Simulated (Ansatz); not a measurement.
Seebeck coefficient (μV/K, mean over directions) of n-type InAs (F-43m) against carrier density, HSE06, rigid bands (Ansatz, a program for electronic structure). Computed gap 0.42 eV; densities at which minority carriers matter at this gap, or further valleys turn the trend, are left out. Conductivity mass 0.031 mₑ (harmonic mean over directions), N_c = 1.2e17 cm⁻³ at 300 K.

```json
[
 {"electron density": "1e18 cm⁻³", "300 K": "-88", "500 K": "…"},
 {"electron density": "3e18 cm⁻³", "300 K": "…", "500 K": "…"},
 {"electron density": "1e19 cm⁻³", "300 K": "-31", "500 K": "-52"},
 {"electron density": "3e19 cm⁻³", "300 K": "-20", "500 K": "-34"},
 {"electron density": "1e20 cm⁻³", "300 K": "-14", "500 K": "-23"}
]
```

Q: Some entries are withheld; supply them.

A: 
- 1e18 cm⁻³, 500 K: -139
- 3e18 cm⁻³, 300 K: -52
- 3e18 cm⁻³, 500 K: -86

Rigid bands with a gap fixed in temperature, one relaxation time for all states, no polarons or phonon drag, and whether or not such doping can be reached. Spin-orbit coupling is left out. Geometry: cell and atoms relaxed with PBEsol.
